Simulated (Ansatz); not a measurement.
**PBE against r2SCAN: Cr, Cr → W**

Start from Cr in the bcc (W type) structure (space group Im-3m, No. 229; a = 2.8479 Å; non-magnetic).

(Cell as relaxed with PBE.)

Levels (all Ansatz, a quantum-chemistry and plane-wave program, PAW, earlier PAW set): PBE (420 eV, scalar-relativistic without spin-orbit coupling); r2SCAN (500 eV, without spin-orbit coupling).

Each level relaxes its own structure.

| base | PBE | r2SCAN |
|---|---|---|
| volume per atom | 11.55 Å³ | 11.34 Å³ |
| lattice parameter a | 2.848 Å | 2.831 Å |
| band gap | zero | zero |

Modification: full substitution Cr → W; the structure is relaxed again.

```tsv
quantity	PBE	r2SCAN
lattice parameter a	3.184 Å	[?]
band gap	zero	[?]
```

Question: Given the PBE results, estimate those of r2SCAN.

Answer: 
- lattice parameter a, r2SCAN: 3.170 Å
- band gap, r2SCAN: zero

PBE's lattice parameter a lies 0.014 Å above r2SCAN's (0.4 %); the two agree on the band gap. Neither level is exact; r2SCAN is the comparison here, not a measurement.

Whether these cells are dynamically stable was not tested. Seeded moments were not kept for the base. All final runs are without spin polarisation. Real Cr is antiferromagnetic at low temperature and ambient pressure, an order that this cell doesn't hold.
